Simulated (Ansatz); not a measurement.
Levels about the gap of amorphous Si24O48Ag3 (75 atoms in a cell of 1139 Å³, 2.57 g/cm³; zone centre alone, so wide bands show as single levels with stretches between that a denser mesh fills), at the geometry that PBE relaxed, where it gives -0.9 GPa on a denser mesh. Exact exchange is cut at the faces of this small cell, which leaves a finite-size error. The participation number counts the atoms over which a state spreads; weights are charges in smoothed Voronoi cells. The levels come from a single point, so bond lengths are those of that geometry. Method of the levels: HSE06, scalar-relativistic without spin-orbit coupling (Ansatz, a program for electronic structure). Sampling: the zone centre alone; Fermi-Dirac width 0.01 eV; collinear spin, started from moments on atoms (at the end a net moment of 1.0 μB). In the spin-polarised cell the level spacing at the Fermi energy can part levels of unlike spin. At PBE the levels at both edges of the gap are localised (band-tail or defect states), and the nearest spread-out levels lie 2.6 eV apart at the zone centre.

It comes from a melt-quench run on a machine-learned potential (CHGNet), relaxed afterwards by DFT. O atoms were pushed apart under 1.9 Å during the dynamics, to hinder bonds among them. The hot cell started wider than the set density and was brought back towards it in steps. It is the lowest in DFT energy of 2 quenches. It is a model cell: composition and starting density were chosen by hand, and all elements were melted together. No dispersion term was used. Its density started from a set value of 2.57 and ended at 2.57 g/cm³. The quench (nominally 480 K/ps over its main leg) was far faster than any real one, so the model tends to hold more defects than a real film. A cell of this size samples the disorder only roughly. The volume was held where the preparation left it, at a PBE pressure of -0.9 GPa (tension). Stress components on the final sampling reach 3.5 GPa.

```json
[
 {"E - E(highest filled), eV": "-1.82", "filling": "filled", "spin": "up", "participation number": "4.9", "largest on": "Ag, 2 neighbours", "weight O": "0.49", "weight Si": "0.03", "weight Ag": "0.48"},
 {"E - E(highest filled), eV": "-1.81", "filling": "filled", "spin": "dn", "participation number": "4.8", "largest on": "Ag, 2 neighbours", "weight O": "0.49", "weight Si": "0.03", "weight Ag": "0.48"},
 {"E - E(highest filled), eV": "-1.54", "filling": "filled", "spin": "up", "participation number": "5.7", "largest on": "O, 3 neighbours", "weight O": "0.53", "weight Si": "0.04", "weight Ag": "0.43"},
 {"E - E(highest filled), eV": "-1.52", "filling": "filled", "spin": "dn", "participation number": "5.6", "largest on": "O, 3 neighbours", "weight O": "0.54", "weight Si": "0.03", "weight Ag": "0.43"},
 {"E - E(highest filled), eV": "-0.51", "filling": "filled", "spin": "up", "participation number": "8.3", "largest on": "Ag, 3 neighbours", "weight O": "0.39", "weight Si": "0.33", "weight Ag": "0.28"},
 {"E - E(highest filled), eV": "-0.33", "filling": "filled", "spin": "dn", "participation number": "5.7", "largest on": "Ag, 3 neighbours", "weight O": "0.34", "weight Si": "0.23", "weight Ag": "0.43"},
 {"E - E(highest filled), eV": "0.00", "filling": "filled", "spin": "up", "participation number": "4.7", "largest on": "Si, 3 neighbours", "weight O": "0.32", "weight Si": "0.52", "weight Ag": "0.16"},
 {"E - E(highest filled), eV": "2.82", "filling": "empty", "spin": "dn", "participation number": "6.3", "largest on": "Si, 3 neighbours", "weight O": "0.42", "weight Si": "0.46", "weight Ag": "0.12"},
 {"E - E(highest filled), eV": "3.34", "filling": "empty", "spin": "up", "participation number": "15.3", "largest on": "Ag, 3 neighbours", "weight O": "0.48", "weight Si": "0.16", "weight Ag": "0.36"},
 {"E - E(highest filled), eV": "3.56", "filling": "empty", "spin": "dn", "participation number": "12.9", "largest on": "Si, 3 neighbours", "weight O": "0.43", "weight Si": "0.27", "weight Ag": "0.29"},
 {"E - E(highest filled), eV": "3.83", "filling": "empty", "spin": "up", "participation number": "13.3", "largest on": "Ag, 3 neighbours", "weight O": "0.44", "weight Si": "0.18", "weight Ag": "0.37"},
 {"E - E(highest filled), eV": "3.85", "filling": "empty", "spin": "dn", "participation number": "14.3", "largest on": "Ag, 3 neighbours", "weight O": "0.45", "weight Si": "0.18", "weight Ag": "0.37"},
 {"E - E(highest filled), eV": "4.54", "filling": "empty", "spin": "up", "participation number": "14.9", "largest on": "Ag, 2 neighbours", "weight O": "0.52", "weight Si": "0.28", "weight Ag": "0.20"},
 {"E - E(highest filled), eV": "4.55", "filling": "empty", "spin": "dn", "participation number": "14.9", "largest on": "Ag, 2 neighbours", "weight O": "0.52", "weight Si": "0.29", "weight Ag": "0.19"}
]
```

Most localised among these is the filled level at +0.00 eV, on a Si atom, which has 3 neighbours (O 1.65 Å, O 1.65 Å, O 1.72 Å).
